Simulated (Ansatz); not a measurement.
**NaOH (space group P2_1, No. 4; a cell from a computed database, its experimental status unchecked)**

```yaml
crystal:
  lattice:
    - [3.49286, 0.00000, 0.00000]
    - [0.00000, 3.39356, 0.00000]
    - [-1.41473, 0.00000, 4.89382]
  atoms:
    - { symbol: Na, position: [0.16584, 0.79661, 0.29923] }
    - { symbol: Na, position: [0.83416, 0.29661, 0.70077] }
    - { symbol: H, position: [0.46040, 0.93724, 0.93330] }
    - { symbol: H, position: [0.53960, 0.43724, 0.06670] }
    - { symbol: O, position: [0.34385, 0.76610, 0.77326] }
    - { symbol: O, position: [0.65615, 0.26610, 0.22674] }
```

Calculations: PBEsol (Ansatz, an electronic-structure program; PAW; 420 eV plane waves; no spin-orbit coupling). Settings: 10×10×7 k-points, 0.05 eV Fermi–Dirac smearing.

```json
{
  "volume_per_atom": "9.67 Å³",
  "density": "2.29 g/cm³",
  "band_gap": "3.63 eV, indirect, B → Γ",
  "Lowest conduction-band minima above the VBM": "Γ 3.63 eV",
  "total_energy": "-684.628 eV/atom (σ→0; compares only within this code and set-up)"
}
```

Whether these cells are dynamically stable was not tested.
